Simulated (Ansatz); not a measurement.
Ca on the Al site (Ca_Al) (corundum host)

The numbers are results of PBE, PAW (plane waves to 420 eV; Ansatz, a quantum-chemistry and plane-wave program), not measurements. The supercell holds 120 host sites (2×2×1 repeats of the unit cell), with a 2×2×2 Γ-centred k-point sampling for the final energies. Site at the start: the Al site. Charged cells carry a point-charge image correction with potential alignment at far atoms. Dielectric constants: PBE linear response of the host. Host gap at this level: 5.85 eV. A cell of this size leaves errors of a few tenths of an eV. PBE underestimates the host's gap, which shifts levels and can delocalise carriers. Spin–orbit coupling is left out. Each state is the lowest found from its start.

Formation energies E_f are given with the Fermi level at the valence-band maximum. Chemical conditions: Al-rich (Δμ(Al) = 0.00 eV, Δμ(Ca) = -0.93 eV, bounded by rock-salt CaO; only phases computed here count, gases as isolated molecules at 0 K); O-rich (Δμ(Al) = -7.45 eV, Δμ(Ca) = -5.89 eV, bounded by rock-salt CaO; only phases computed here count, gases as isolated molecules at 0 K). Reference phases: Al: fcc Al, Ca: fcc Ca.

```json
[
 {"charge": "+1†", "moment (μB)": "2.0", "point group": "–", "largest move off a lattice site (Å)": "0.34", "image correction with alignment (eV)": "0.22", "E_f, Al-rich (eV)": "–", "E_f, O-rich (eV)": "–", "above the lowest spin state (eV)": "0.00"},
 {"charge": "+1†", "moment (μB)": "not spin-polarised", "point group": "–", "largest move off a lattice site (Å)": "0.33", "image correction with alignment (eV)": "0.21", "E_f, Al-rich (eV)": "–", "E_f, O-rich (eV)": "–", "above the lowest spin state (eV)": "0.09"},
 {"charge": "0†", "moment (μB)": "1.0", "point group": "–", "largest move off a lattice site (Å)": "0.32", "image correction with alignment (eV)": "0.00", "E_f, Al-rich (eV)": "5.42", "E_f, O-rich (eV)": "2.93", "above the lowest spin state (eV)": "0.00"},
 {"charge": "−1", "moment (μB)": "not spin-polarised", "point group": "C3", "largest move off a lattice site (Å)": "0.30", "image correction with alignment (eV)": "0.09", "E_f, Al-rich (eV)": "5.93", "E_f, O-rich (eV)": "3.45", "above the lowest spin state (eV)": "0.00"}
]
```

† Not settled in this cell, so no level is given: charge +1: level within 0.1 eV of a band edge or past it; charge 0: a level filled in part.

Point groups are those of the whole cell at tolerances of 0.03 and 0.1 Å ("near" where only the looser one holds); none is given for unsettled states.

Flagged in the runs: a host whose relaxation on this sampling wasn't shown to rest, a strain field that reaches the edge of the cell.

All states together cost around 2.4 core-hours (rough).
